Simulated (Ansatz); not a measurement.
Results of LDA in Ansatz (PAW) for SiSn (model structure, started from the CsCl type, Pm-3m, No. 221, 2 atoms in the cell).

Input file:

Ansatz 0.2 input:
```yaml
crystal:
  lattice:
    - [3.4480054144, 0.0, 0.0]
    - [0.0, 3.4480054144, 0.0]
    - [0.0, 0.0, 3.4480054144]
  atoms:
    - { symbol: Sn, position: [0.0, 0.0, 0.0] }
    - { symbol: Si, position: [0.5, 0.5, 0.5] }
basis:
  ecutwfc: 520
  ecutrho_ratio: 4
  xc_grid: 2
kpoints:
  mp_grid: { grid: [18, 18, 18] }
hamiltonian:
  xc: lda
  dispersion: none
  pseudopotentials: { kind: paw }
scf:
  occupations: { method: fermi_dirac, width: 0.05 }
output:
  forces: true
  stress: true
  eigenvalues: true
relax:
  f_tol: 0.004
  escape_saddle: false
  max_steps: 80
```

From the output:

```
WARN output.stress: scf.convergence.dr2_threshold = 1e-7 eV (the SCF's general default) is looser than the 2e-10 eV advised for a printed stress (1e-10 eV for …
Relaxation: its limit of steps is 80 (relax.max_steps)
Crystal: 2 atoms, lattice volume = 40.992 Å³
Basis set: ecut = 520 eV, 1141 PW (Γ), exchange–correlation on 54×54×54 points (8 copies of the dense FFT grid, shifted against one another)
Bands: 13, of which v1, the nominal top of the filled ones, is band 9 counted from 1 (8 counted from 0)
Symmetry: 48 space group operations
Space group: Pm-3m (ITA 221), of the structure as read, at distance tolerance 3.4e-5 Å
k-points: 220 of 5832
Functional: x = slater, c = lda
SCF iter   1: F=—  HF=-6487.360554 eV  |F-HF|=—  |Δ(HF+E_count)|=         —  Δρ=6.29e-3  dr2=1.09e-2
SCF iter   2: F=—  HF=-6487.356893 eV  |F-HF|=—  |Δ(HF+E_count)|=   3.66e-3  Δρ=3.52e-3  dr2=4.02e-3
  ...
SCF iter   6: F=—  HF=-6487.355364 eV  |F-HF|=—  |Δ(HF+E_count)|=   2.42e-7  Δρ=1.53e-5  dr2=1.30e-7
SCF iter   7: F=-6487.355364 eV  HF=-6487.355364 eV  |F-HF|=1.05e-9  |Δ(HF+E_count)|=   6.00e-8  Δρ=1.36e-6  dr2=1.02e-9
SCF 1 converged in 7 iterations: F = -6487.355364 eV  dr2 = 1.02e-9
SCF converged after 7 iterations
Free energy (F): -6487.355364 eV
Internal energy: -6487.345219 eV  (E = F + TS)
E sigma→0 (E₀):  -6487.350291 eV
Fermi energy:    10.732926 eV
--- Stress (GPa, compression-positive) ---
       -1.381508       0.000000       0.000000
       -0.000000      -1.381508       0.000000
        0.000000       0.000000      -1.381508
  P = ⅓ Tr σ = -1.3815 GPa (-13.815 kbar)
```

The cell is one volume of an energy–volume scan, off the minimum.

The PAW data were made under PBE.

Note: the relaxation could raise the start's symmetry but not lower it, so the cell can be a saddle point.

Cost on a shared machine: very roughly 15 core-seconds.

A model structure was made by putting elements into a prototype or built by hand; it is no filed structure, need not be a known phase, and can be a saddle point held by its symmetry.

Ansatz is an electronic-structure program.
